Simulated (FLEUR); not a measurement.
Input and output of a self-consistent single point for MnSnF6 (R-3, 8 atoms in the cell) (FLEUR).

Method: FLEUR with PBEsol, all-electron FLAPW (FLEUR), scalar-relativistic valence.

The change in words: lattice scaled by 0.98. Reference geometry:
```yaml
crystal:
  lattice:
    - [2.69588, 1.55647, 4.86032]
    - [-2.69588, 1.55647, 4.86032]
    - [0.00000, -3.11294, 4.86032]
  atoms:
    - { symbol: Mn, position: [0.50000, 0.50000, 0.50000], spin: 4.0 }
    - { symbol: Sn, position: [0.00000, 0.00000, 0.00000] }
    - { symbol: F, position: [0.11575, 0.75862, 0.36815] }
    - { symbol: F, position: [0.88425, 0.24138, 0.63185] }
    - { symbol: F, position: [0.36815, 0.11575, 0.75862] }
    - { symbol: F, position: [0.63185, 0.88425, 0.24138] }
    - { symbol: F, position: [0.75862, 0.36815, 0.11575] }
    - { symbol: F, position: [0.24138, 0.63185, 0.88425] }
```
(The spins are starting values, not results.)

Reference input (self-consistent single point, DFT, PBEsol, all-electron FLAPW (FLEUR), scalar-relativistic valence): Kmax = 4.6 1/bohr; GmaxXC = 18.4 1/bohr; xcFunctional = PBEs; jspins = 2; l_soc = F; mode = hist; fermiSmearingEnergy = 0.00036749 Htr; mesh (inpgen div1-3) = 3 3 3; inpgen gamma flag = false; Gmax = 18.4 1/bohr; numbands = 0; maxIterBroyd = 15. This run's input differs from it in these lines:

```diff
@@ -3,5 +3,5 @@
 &input film=f /
-5.0944809010 2.9412999196 9.1846661191
--5.0944809010 2.9412999196 9.1846661191
--0.0000000000 -5.8825998392 9.1846661191
+4.9925910381 2.8824742134 9.0009732626
+-4.9925910381 2.8824742134 9.0009732626
+0.0000000000 -5.7649471261 9.0009736792
 1.0
@@ -50,5 +50,5 @@
          <bravaisMatrix>
-            <row-1>    5.0944809009999998     2.9412999196000000     9.1846661190999992</row-1>
-            <row-2>   -5.0944809009999998     2.9412999196000000     9.1846661190999992</row-2>
-            <row-3>    0.0000000000000000    -5.8825998392000001     9.1846661190999992</row-3>
+            <row-1>    4.9925910380999996     2.8824742134000001     9.0009732626000005</row-1>
+            <row-2>   -4.9925910380999996     2.8824742134000001     9.0009732626000005</row-2>
+            <row-3>    0.0000000000000000    -5.7649471261000000     9.0009736791999995</row-3>
          </bravaisMatrix>
```

Output, abridged:

```
 Iteration:     1   Distance:      14.26221599 me/bohr^3
 Iteration:     2   Distance:      12.71572878 me/bohr^3
 Iteration:     3   Distance:       7.55348882 me/bohr^3
 Iteration:     4   Distance:       3.72707980 me/bohr^3
 Iteration:     5   Distance:       1.27402462 me/bohr^3
   [... 12 lines left out ...]
 Iteration:    18   Distance:       0.00007725 me/bohr^3
 Iteration:    19   Distance:       0.00002323 me/bohr^3
 Iteration:    20   Distance:       0.00002313 me/bohr^3
 Iteration:    21   Distance:       0.00000801 me/bohr^3
 Reset of history
 Run finished successfully
 Stop message:
   Structural relaxation: new displacements generated

[file out, last iteration]
             iter=     22
[...]
          total density-effective poten   -1.2979824911E+04
          total charge density-energy d   -2.7442011215E+02
 Updated energy parameters for spin:           1
 Updated energy parameters for spin:           2
[...]
 fermi energy and band-weighting factors:

[...]
FERMIE:
          first approx. to ef    (T=0)  :   0.119262 htr   (energy of the highest occ. eigenvalue)
          number of occ. states  (T=0)  :        426
          first approx. to seigv (T=0)  : -33.087030 htr
          sum of weights of occ. states :  71.000000
          sum of semicore charge        :   0.000000 e
FERHIS:  Fermi-Energy by histogram:
          bandgap                     :   0.040906 htr
   [... lines left out ...]
          charge neutrality (T=0)     :   0.000000    (zero if the highest occ. eigenvalue is "entirely" occupied)
 Direct bandgap for spin            1 :    4.0982911622960499E-002  Htr
 Direct bandgap for spin            2 :   0.19269457281812141       Htr
 ---->    free energy=                     -7931.6157579394 htr
   [... lines left out ...]
 TOTAL FORCE FOR ATOM TYPE=  1  X=  0.000   Y=  0.000   Z= 13.501
                       FX_TOT= 0.000000 FY_TOT= 0.000000 FZ_TOT= 0.000000
 TOTAL FORCE FOR ATOM TYPE=  2  X=  0.000   Y=  0.000   Z=  0.000
                       FX_TOT= 0.000000 FY_TOT= 0.000000 FZ_TOT= 0.000000
 TOTAL FORCE FOR ATOM TYPE=  3  X=  1.783   Y= -2.484   Z=  2.183
                       FX_TOT=-0.001123 FY_TOT= 0.004449 FZ_TOT=-0.002612
```

The run converged in 21 iterations. FLEUR gives forces in its relaxation mode, with a further iteration, so its stop message speaks of a relaxation. Against the reference run the free energy goes down by 15.9 meV/atom, the largest force goes from 0.674 to 0.271 eV/Å, the gap on the mesh goes from 1.050 to 1.113 eV and the size of the net moment stays at 0.62 μB/atom.

The starting cell comes from a database of computed structures (which also holds hypothetical and non-ambient phases and stackings), without a prior relaxation at this level. Its lattice was rescaled by a random factor within 2.5 % of one. For this run, on top of that: lattice scaled by 0.98. With one magnetic atom in the cell only a parallel order is possible. Values depend on the basis (sphere radii, cutoffs, local orbitals), which need not be converged.

Cost on one core of a shared machine: roughly 6 min.
